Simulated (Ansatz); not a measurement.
Take BaTiO3 in the cubic perovskite structure (space group Pm-3m, No. 221; a = 3.935 Å) as the base. Axes: x, y, z lie along the cube axes.

Calculations: Ansatz (a quantum-chemistry and plane-wave program), LDA, PAW, cutoff 420 eV, spin-orbit coupling left out.

Before the change:

| Property | Result |
|---|---|
| Band gap | 1.83 eV |
| Volume per atom | 12.18 Å³ |

The change: compressive biaxial strain of 0.60 % in the plane normal to [001], as in epitaxy on a mismatched substrate; the out-of-plane cell vector and the atoms relax.

Task: Estimate the effect on the band gap and volume per atom.

Result: The band gap shrinks by 0.01 eV, from 1.83 eV to 1.82 eV; the volume per atom decreases by 0.096 Å³ to 12.09 Å³.

No phonon test of stability was made. All final runs are without spin polarisation. Many cubic perovskites are stable only at high temperature; tilts and polar distortions were not tested. This is not the structure that BaTiO3 has at room temperature and ambient pressure.
